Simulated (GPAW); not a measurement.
Pressure against volume in rock-salt TiC (space group 225) (GPAW, PBEsol)

```xyz
2
Lattice="0.0000 2.1021 2.1021 2.1021 0.0000 2.1021 2.1021 2.1021 0.0000" Properties=species:S:1:pos:R:3 pbc="T T T"
Ti     0.0000     0.0000     0.0000
C      2.1021     2.1021     2.1021
```

Level of theory: PBEsol, GPAW PAW datasets PBEsol (made by gpaw-setup) (plane waves; GPAW). Settings: mode = pw; ecut = 1040 eV; xc = PBEsol; kpts = 23 23 23; mesh shift (steps) = 0 0 0; occupations.name = fermi-dirac; occupations.width = 0.05 eV; nbands = -10; convergence.forces = 0.001 eV/Å; symmetry.symmorphic = false; symmetry.tolerance = 0.0005; maxiter = 120. The cell above is the first row's. The rows scale it uniformly. In all rows fractional positions and the k mesh are held.

| V (Å^3/atom) | P (GPa) |
|---|---|
| 9.289 | ? |
| 9.491 | 13.67 |
| 9.693 | 7.18 |
| 9.895 | 1.32 |
| 10.097 | -3.96 |
| 10.299 | -8.69 |
| 10.501 | -13.07 |
| 10.703 | -16.96 |
| 10.905 | -20.48 |

### Question
Using a cubic, estimate the missing P at V = 9.289 from the other rows, showing the fit.

### Answer
With u = V - 10.2, the rows have u = -0.7090, -0.5070, -0.3050, -0.1030, 0.0990, 0.3010, 0.5030, 0.7050. Least squares gives P = -6.454 - 23.6041·u + 5.9820·u² - 1.0509·u³. Residuals (row less fit): 0.007, -0.008, -0.012, -0.002, 0.043, -0.024, -0.013, 0.010; standard error 0.027 (degrees of freedom: 4). The fitted pressure is zero at V0 = 9.944, where dP/dV = -26.87, so B0 = -V0·dP/dV = 267 GPa. At the withheld row, u = -0.9110, so P = -6.454 - 23.6041 × (-0.9110) + 5.9820 × (-0.9110)² - 1.0509 × (-0.9110)³ = 20.808 GPa. The calculation gives 20.86 GPa, 0.052 GPa above the prediction (0.1 % of the range of P in the table). The row lies outside the fitted rows, so this is an extrapolation. From the scatter of the fitted rows alone, a prediction at this place has a standard error of 0.073 GPa, so the miss is 0.7 times that.

Carrying the step between the two nearest rows on in a straight line would have given 20.16, off by 0.70; series whose last step already gives the withheld value aren't shown. The scan was laid around a cell of about the measured size, scaled by a guess for this functional. The runs keep the symmetry of the cell, so they don't test it for distortions. Spin polarisation is off. Cutoffs and mesh are single choices, not tested for convergence of this quantity. Series with a scatter that would blur these digits, or in which a gap closes, are not shown.
